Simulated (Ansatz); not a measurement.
MoP (P-6m2, relaxed from the WC type); conventional cell a = 3.1333 Å, b = 3.1333 Å, c = 3.1400 Å, α = 90.00°, β = 90.00°, γ = 120.00°.

The cell was generated from a structure type, relaxed within its symmetry, and need not be the phase found at ambient conditions. The pressure is 15 GPa. The structure is held there; whether it is the stable one at that pressure was not tested.

What linear thermal expansion coefficients do quasi-harmonic lattice dynamics on Ansatz (a program for electronic structure), PBEsol functional, plane-wave PAW give at 450 K, and what isobaric heat capacity per mole of formula units and Grüneisen parameter?

α in the basal plane = 4.1 × 10⁻⁶ K⁻¹; α along c = 5.4 × 10⁻⁶ K⁻¹; C_P = 46.7 J/(mol K); γ = 1.37. No phase change or melting is allowed for: the numbers belong to this structure as given.

The PAW data sets were generated under PBE and serve the other functionals too.
